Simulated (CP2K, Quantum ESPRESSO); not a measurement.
**Equation of state of fluorite-structure CdF2 (space group 225): energy against volume (CP2K, PBE)**

```xyz
3
Lattice="3.7435 0.0000 0.0000 1.8718 3.2420 0.0000 1.8718 1.0807 3.0566" Properties=species:S:1:pos:R:3 pbc="T T T"
Cd     0.0000     0.0000     0.0000
F      1.8718     1.0807     0.7641
F      5.6153     3.2420     2.2924
```

Level of theory: PBE, GPW, DZVP-MOLOPT-SR-GTH basis, GTH-PBE potentials (GTH_POTENTIALS) (CP2K). Settings: CUTOFF = 720 Ry; REL_CUTOFF = 60 Ry; SMEAR/METHOD = FERMI_DIRAC; ELECTRONIC_TEMPERATURE = 116.05 K; KPOINTS/SCHEME = MONKHORST-PACK 10 10 10; GAMMA_CENTERED = T; XC_FUNCTIONAL = PBE; Cd/BASIS_SET = DZVP-MOLOPT-SR-GTH-q12; Cd/POTENTIAL = GTH-PBE-q12; F/BASIS_SET = DZVP-MOLOPT-SR-GTH-q7; F/POTENTIAL = GTH-PBE-q7; METHOD = GPW; EPS_DEFAULT = 1e-10; NGRIDS = 5; SCF_GUESS = ATOMIC; EPS_SCF = 1e-07. The cell above is the first row's. The rows scale it uniformly. In all rows fractional positions and the k mesh are held. E is the free energy at the stated smearing, counted from the lowest row.

| V (Å^3/atom) | E (meV/atom) |
|---|---|
| 12.365 | ? |
| 12.634 | 43.10 |
| 12.903 | 26.12 |
| 13.172 | 13.79 |
| 13.441 | 5.61 |
| 13.710 | 1.14 |
| 13.978 | 0.00 |
| 14.247 | 1.83 |
| 14.516 | 6.31 |

Problem. Fit E against V with the third-order Birch-Murnaghan form, a cubic in V^(-2/3), and predict the withheld value at V = 12.365.

Solution. With u = V^(-2/3) - 0.176, the rows have u = 0.008348, 0.005777, 0.003294, 0.000894, -0.001428, -0.003666, -0.005843, -0.007951. Least squares gives E = 3.491 + 2089.19·u + 312612·u² + 658214·u³. Residuals (row less fit): 0.000, 0.000, 0.002, 0.001, -0.003, -0.001, 0.005, -0.002; standard error 0.003 (degrees of freedom: 4). Its minimum lies at u = -0.003378, so V0 = (0.172622)^(-3/2) = 13.94. There d²E/du² = 611900 and d³E/du³ = 3949000, so B0 = (4/9) × 13.94^(-7/3) × 611900 × 0.160218 = 93.1 GPa (the last factor turns the table's units into GPa), and B0' = 4 + (2/3) × 0.172622 × (3949000)/611900 = 4.7. The program's pressures in the fitted runs (not shown) pass through zero at V = 13.94, 0.00 % from this V0. At the withheld row, u = 0.011012, so E = 3.491 + 2089.19 × 0.011012 + 312612 × 0.011012² + 658214 × 0.011012³ = 65.285 meV/atom. The calculation gives 65.28 meV/atom, which the fit meets to the printed digits. The row lies outside the fitted rows, so this is an extrapolation. From the scatter of the fitted rows alone, a prediction at this place has a standard error of 0.009 meV/atom, so the miss is 0.5 times that.

Carrying the step between the two nearest rows on in a straight line would have given 60.08, off by 5.20; series whose last step already gives the withheld value aren't shown. The scan was laid around a cell of about the measured size, scaled by a guess for this functional. The runs keep the symmetry of the cell, so they don't test it for distortions. A plane-wave scan with the same functional (Quantum ESPRESSO, GBRV) gives V0 = 13.78 Å^3/atom and B0 = 93.6 GPa; a Birch-Murnaghan fit to all rows here lies 1.2 % from it in V0 and 0 % in B0; the two differ in basis, and may differ in potentials and mesh. Values carry the incompleteness of an atom-centred basis. Cutoffs and mesh are single choices, not tested for convergence of this quantity. Series with a scatter that would blur these digits, or in which a gap closes, are not shown. Nor are scans whose minimum lies at an end fitted in this form.
